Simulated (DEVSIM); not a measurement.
Structure: Al/Si3N4/p-In0.53Ga0.47As capacitor, at 300 K.

```tsv
layer (left to right)	material	thickness (nm)	Na (cm⁻³)
1	Si3N4	9.90	-
2	In0.53Ga0.47As	3700	2.4e16
```

Metal gate on the left, work function 4.1 eV. Fixed charge at the semiconductor interface -1.7e11 cm⁻² (in units of +e); interface traps 1.6e11 cm⁻² eV⁻¹, uniform in energy, neutral level at 0.5 of the gap above the valence band.

The device is made up for the run: typed textbook-type constants, with dimensions and the other settings drawn at random. Values at 300 K; Nc and Nv go as T^1.5, mobilities as T to minus their exponent, the gap by Varshni's rule with the affinity fixed.

| parameter | Si3N4 | In0.53Ga0.47As |
|---|---|---|
| gap (eV) | 5.1 | 0.74 |
| affinity (eV) | 2.1 | 4.51 |
| permittivity | 7.5 | 13.9 |
| Nc (cm⁻³) | - | 2.1e17 |
| Nv (cm⁻³) | - | 7.7e18 |
| Varshni α (eV/K) | - | 0.00035 |
| Varshni β (K) | - | 190 |

DEVSIM, 1D Poisson equation in equilibrium, Boltzmann statistics, complete ionisation; no quantum confinement or tunnelling. Metal contacts follow the ideal Schottky-Mott rule: no Fermi-level pinning, no interface dipoles.

Base results: capacitance of the dielectric stack (μF/cm²) 0.671; threshold voltage (band bending 2φF) (V) -0.31; flat-band voltage (V) -0.97; minimum of the low-frequency capacitance (μF/cm²) 0.0895.

### Question
What follows from this one change: interface trap density 1.6e+11 → 0 cm^-2 eV^-1?

### Answer
capacitance of the dielectric stack little changed (0.671 μF/cm²); threshold voltage (band bending 2φF) -0.31 → -0.32 V; flat-band voltage little changed (-0.96 V); minimum of the low-frequency capacitance 0.0895 → 0.0701 μF/cm².

### Question
What follows from this one change: temperature 300 → 450 K?

### Answer
capacitance of the dielectric stack little changed (0.671 μF/cm²); threshold voltage (band bending 2φF) -0.31 → -0.38 V; flat-band voltage -0.97 → -0.82 V; minimum of the low-frequency capacitance 0.0895 → 0.117 μF/cm².

### Question
What follows from this one change: substrate doping 2.4e+16 → 4.8e+15 cm^-3?

### Answer
capacitance of the dielectric stack little changed (0.671 μF/cm²); threshold voltage (band bending 2φF) -0.31 → -0.41 V; flat-band voltage -0.97 → -0.93 V; minimum of the low-frequency capacitance 0.0895 → 0.0587 μF/cm².

### Question
What follows from this one change: gate work function 4.1 → 3.95 eV?

### Answer
capacitance of the dielectric stack little changed (0.671 μF/cm²); threshold voltage (band bending 2φF) -0.31 → -0.46 V; flat-band voltage -0.97 → -1.12 V; minimum of the low-frequency capacitance little changed (0.0895 μF/cm²).

### Question
What follows from this one change: fixed charge -1.7e+11 → -7.25e+11 cm^-2?

### Answer
capacitance of the dielectric stack little changed (0.671 μF/cm²); threshold voltage (band bending 2φF) -0.31 → -0.18 V; flat-band voltage -0.97 → -0.84 V; minimum of the low-frequency capacitance little changed (0.0897 μF/cm²).
